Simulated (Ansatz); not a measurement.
Consider Sc in the hcp (Mg type) structure (space group P6_3/mmc, No. 194; a = 3.2754 Å, c = 5.1051 Å; relaxed with 0.1 eV smearing).

Calculations: PBEsol in Ansatz (plane waves to 420 eV, PAW, spin-orbit coupling left out).

Before the change:

```
Quantity    Value
--------  -------
Pressure  0.0 GPa
Band gap     zero
```

It is then changed as follows: the cell is scaled by 1.0212 in all directions, atoms relaxed at fixed cell.

Problem. What does the calculation give for the pressure, energy relative to the base and band gap after the change?

Solution. The pressure (mean of the normal stresses, compression positive) goes from zero to -3.2 GPa; the energy goes up by 16 meV/atom; the band gap stays zero.

The cells carry an imposed strain or load. Whether these cells are dynamically stable was not tested. The final runs are not spin-polarised.

Ansatz is a first-principles code.
